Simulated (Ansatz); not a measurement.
**InAs, pressure series**

Consider InAs in the zinc blende structure (space group F-43m, No. 216; a = 6.1863 Å).

Cell and atoms are relaxed at each pressure.

Calculations: PBE (Ansatz, a first-principles code, PAW, spin-orbit coupling left out).

Notes on the quantities. enthalpy: H = E + PV relative to the base's energy.

```csv
change,shortest interatomic distance,enthalpy
base,5.062 bohr,–
pressure −2 GPa,5.141 bohr,-0.38 eV/atom
pressure −1 GPa,5.100 bohr,-0.19 eV/atom
pressure 0.9 GPa,5.033 bohr,+0.16 eV/atom
pressure 2.1 GPa,4.996 bohr,+0.38 eV/atom
pressure 4.5 GPa,4.934 bohr,+0.80 eV/atom
pressure 9 GPa,4.840 bohr,+1.55 eV/atom
pressure 15 GPa,4.744 bohr,+2.48 eV/atom
pressure 22.5 GPa,4.650 bohr,+3.59 eV/atom
pressure 30 GPa,4.576 bohr,+4.64 eV/atom
```

The mesh was chosen for an insulator and is coarse for the gapless case. Load acts through the strain it causes; cell and atoms are relaxed under it. Whether these cells are dynamically stable was not tested. The final runs are not spin-polarised. Measured, InAs leaves this structure (for rock salt) near 7 GPa (temperature not stated; as listed in Datta, Sujoy, Jana, Debnarayan, arXiv (2020)).
